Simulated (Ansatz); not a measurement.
Consider Au in the fcc (Cu type) structure (space group Fm-3m, No. 225; relaxed with 0.1 eV smearing).

```
CELL_PARAMETERS angstrom
      0.00000     2.04148     2.04148
      2.04148     0.00000     2.04148
      2.04148     2.04148     0.00000
ATOMIC_POSITIONS crystal
  Au 0.00000 0.00000 0.00000
```

Cartesian axes are those of the cell as printed.

Method: Ansatz (a first-principles code) PBEsol, no spin-orbit coupling.

One thing is altered: tensile biaxial strain of 2.08 % in the plane normal to [111], as in epitaxy on a mismatched substrate; the out-of-plane cell vector and the atoms relax.

What does the calculation give for the energy relative to the base after the change?

The energy increases by 6.8 meV/atom.

Estimate the effect on the in-plane stress.

The mean in-plane stress (compression positive) is -2.7 GPa.

Stability against distortions was not tested.
